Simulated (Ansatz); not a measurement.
For TiSi (Cmmm, No. 65, 2 atoms in the cell; start mp-22558), PBEsol in Ansatz (PAW) gives:

bulk modulus: 139 GPa
cohesive energy: 6.01 eV/atom

Question: What does r²SCAN (plane waves, PAW; Ansatz, a quantum-chemistry and plane-wave program) give for the same quantities?

Answer: 
- bulk modulus: 131 GPa (falls by 5.8 %)
- cohesive energy: 5.20 eV/atom (shrinks by 0.81 eV/atom)

Changes are worked out from the printed values.

Unless a cell is named, each level is at its own relaxed cell (PBEsol 14.12, r²SCAN 14.38 Å³/atom).

The crystal itself was run without spin with PBEsol, r²SCAN; a magnetic state was not tried in these runs.

Caveats: the bulk modulus is −V dP/dV from two relaxed cells at ±2 % in volume (PBEsol, r²SCAN); the relaxation could not lower the start's symmetry, so the cell can be a saddle point above a distorted one (PBEsol, r²SCAN). Ansatz's density-functional and Hartree–Fock values are scalar-relativistic unless marked +SOC, with PAW data made under PBE.

A start named mp-… is a Materials Project structure, which need not be a measured phase.
